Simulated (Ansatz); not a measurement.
Consider SrO in the rock salt structure (space group Fm-3m, No. 225; a = 5.1224 Å). Axes: x, y, z lie along the cube axes.

Method: plane-wave PAW DFT at the PBEsol level (Ansatz, a first-principles code, 420 eV), no SOC.

Strains are applied to the cell and any free atomic positions relax; under biaxial strain the out-of-plane vector relaxes too.

One change was made to it. Results:

The shortest interatomic distance drops by 2.6 pm to 253.5 pm; the energy goes up by 8.0 meV/atom; the band gap falls by 0.13 eV, from 3.20 eV to 3.07 eV.

Problem. Which change produced these results?
A) biaxial strain +0.50 %, plane normal [001], relaxed out of plane
B) biaxial strain −2.50 %, plane normal [001], relaxed out of plane
C) biaxial strain +3.00 %, plane normal [001], relaxed out of plane
D) biaxial strain +1.00 %, plane normal [001], relaxed out of plane
E) biaxial strain +2.00 %, plane normal [001], relaxed out of plane

Solution. E, biaxial strain +2.00 %, plane normal [001], relaxed out of plane. For comparison, the energy relative to the base in the other runs: biaxial strain −2.50 %, plane normal [001], relaxed out of plane gives +15 meV/atom; biaxial strain +0.50 %, plane normal [001], relaxed out of plane gives +0.5 meV/atom; biaxial strain +1.00 %, plane normal [001], relaxed out of plane gives +2.1 meV/atom; biaxial strain +3.00 %, plane normal [001], relaxed out of plane gives +17 meV/atom.

Whether these cells are dynamically stable was not tested.
